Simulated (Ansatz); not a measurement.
CsI: isotropic strain +1.40 %

Consider CsI in the CsCl type structure (space group Pm-3m, No. 221; a = 4.6100 Å).

Perturbation: the cell is scaled by 1.0140 in all directions, atoms relaxed at fixed cell.

Method: DFT with r2SCAN, PAW potentials and a 500 eV plane-wave cutoff in Ansatz (an electronic-structure program), no spin-orbit coupling. k-mesh 7×7×7 (Γ-centred); smearing 0.05 eV (Fermi–Dirac).

```csv
quantity,base,changed,shift
volume per atom,48.99 Å³,51.07 Å³,+2.086 Å³
space group,Pm-3m (No. 221),Pm-3m (No. 221),–
shortest interatomic distance,3.992 Å,4.048 Å,+0.056 Å
energy relative to the base (free energy F),0 meV/atom,+3.0 meV/atom,+3.0 meV/atom
pressure,0.1 kbar,-4.5 kbar,-4.6 kbar
band gap,4.51 eV,4.37 eV,-0.14 eV
gap character,"indirect, M → Γ","indirect, M → Γ",–
mean gap deformation potential ΔEg/Δln V,–,-3.5 eV,–
width of the top valence band,1.24 eV,1.15 eV,-0.09 eV
electron mass,0.29 mₑ (at Γ),0.30 mₑ (at Γ),–
"valley order (the lowest conduction-band minima on the path, energy above the VBM, named in the base's zone)",Γ 4.51 eV; M along ⟨110⟩ 4.77 eV,Γ 4.37 eV; M along ⟨110⟩ 4.77 eV,–
```

Final structure:

```
CsI
1.0
    4.67458     0.00000     0.00000
    0.00000     4.67458     0.00000
    0.00000     0.00000     4.67458
Cs I
1 1
Direct
  0.00000   0.00000   0.00000
  0.50000   0.50000   0.50000
```

With I present, leaving out spin-orbit coupling can change the band edges. Effective masses come from finite differences of ±0.01 Å⁻¹. Stability against distortions was not tested.
